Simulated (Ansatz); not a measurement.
## Response to strain in Pd

The parent structure is Pd in the fcc (Cu type) structure (space group Fm-3m, No. 225; a = 3.8414 Å; relaxed with 0.1 eV smearing). Axes: x, y, z lie along the cube axes.

Strains are applied to the cell and any free atomic positions relax; under biaxial strain the out-of-plane vector relaxes too.

Method: Ansatz (a program for electronic structure), LDA, PAW, cutoff 420 eV, spin-orbit coupling left out.

Candidates:
(a) biaxial strain +1.67 %, plane normal [111], relaxed out of plane
(b) biaxial strain +2.50 %, plane normal [111], relaxed out of plane
(c) biaxial strain −1.25 %, plane normal [111], relaxed out of plane
(d) biaxial strain +2.08 %, plane normal [111], relaxed out of plane
(e) biaxial strain −1.67 %, plane normal [111], relaxed out of plane

Notes on the quantities. energy relative to the base: free energy F.

Task: Order them by energy relative to the base, highest first.

Result: (b) biaxial strain +2.50 %, plane normal [111], relaxed out of plane (+18 meV/atom), (d) biaxial strain +2.08 %, plane normal [111], relaxed out of plane (+13 meV/atom), (e) biaxial strain −1.67 %, plane normal [111], relaxed out of plane (+9.5 meV/atom), (a) biaxial strain +1.67 %, plane normal [111], relaxed out of plane (+8.2 meV/atom), (c) biaxial strain −1.25 %, plane normal [111], relaxed out of plane (+5.2 meV/atom)

Stability against distortions was not tested. The final runs are not spin-polarised. Pd lies near a magnetic instability that expansion can trigger; it was not tested.
